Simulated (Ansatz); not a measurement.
SnGe (model structure, started from the CsCl type, Pm-3m, No. 221, 2 atoms in the cell): properties by level of theory

```
level (code)         lattice parameter a (Å)  formation enthalpy (eV/atom)
-------------------  -----------------------  ----------------------------
PBE (Ansatz)                             ___                         0.204
PBEsol (Ansatz)                        3.532                         0.173
PBE-D3(BJ) (Ansatz)                    3.543                           ___
```

**Question.** Complete the blanks.

**Answer.** 
- PBE (Ansatz, a quantum-chemistry and plane-wave program), lattice parameter a (Å): 3.596
- PBE-D3(BJ) (Ansatz), formation enthalpy (eV/atom): 0.166

Caveats: a distance lies near a switch of the dispersion term, which can move the cell (PBE-D3(BJ)). Ansatz's density-functional and Hartree–Fock values are scalar-relativistic unless marked +SOC, with PAW data made under PBE.

A model structure was made by putting elements into a prototype or built by hand; it is no filed structure, need not be a known phase, and can be a saddle point held by its symmetry.
